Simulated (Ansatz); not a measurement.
The starting structures come from a database of crystals and need not be the phases stable at ambient conditions.

 Where the default PAW files enter, the runs use the earlier of Ansatz's two default sets.

Inside the gap of an insulator the Bloch states are evanescent, with a wavenumber k + iκ along the transport direction.

Consider the following.

```yaml
crystal:
  lattice:
    - [4.13862, 0.00000, 0.00000]
    - [0.00000, 5.82417, 0.00000]
    - [2.06931, 0.00000, 7.22332]
  atoms:
    - { symbol: Ba, position: [0.64624, 0.15537, 0.70752] }
    - { symbol: Ba, position: [0.35376, 0.65537, 0.29248] }
    - { symbol: Mg, position: [0.91357, 0.18898, 0.17286] }
    - { symbol: Mg, position: [0.08643, 0.68898, 0.82714] }
    - { symbol: F, position: [0.42164, 0.19540, 0.15672] }
    - { symbol: F, position: [0.57836, 0.69540, 0.84328] }
    - { symbol: F, position: [0.80431, 0.38883, 0.39138] }
    - { symbol: F, position: [0.19569, 0.88883, 0.60862] }
    - { symbol: F, position: [0.02317, 0.99429, 0.95366] }
    - { symbol: F, position: [0.97683, 0.49429, 0.04634] }
    - { symbol: F, position: [0.16825, 0.42661, 0.66350] }
    - { symbol: F, position: [0.83175, 0.92661, 0.33650] }
```

Space group of this cell: Cmc2_1. The cell is taken as given.

Transport runs along the normal of the first two printed cell vectors.

No gap correction and no spin-orbit coupling; mid-gap values are interpolated between computed energies.

Task: State the band gap and the smallest decay constant κ at mid-gap according to Ansatz (a quantum-chemistry and plane-wave program) with r2SCAN.

Result: Gap 8.01 eV on a 8×6×8 mesh; κ = 0.526 1/Å, at the zone centre.
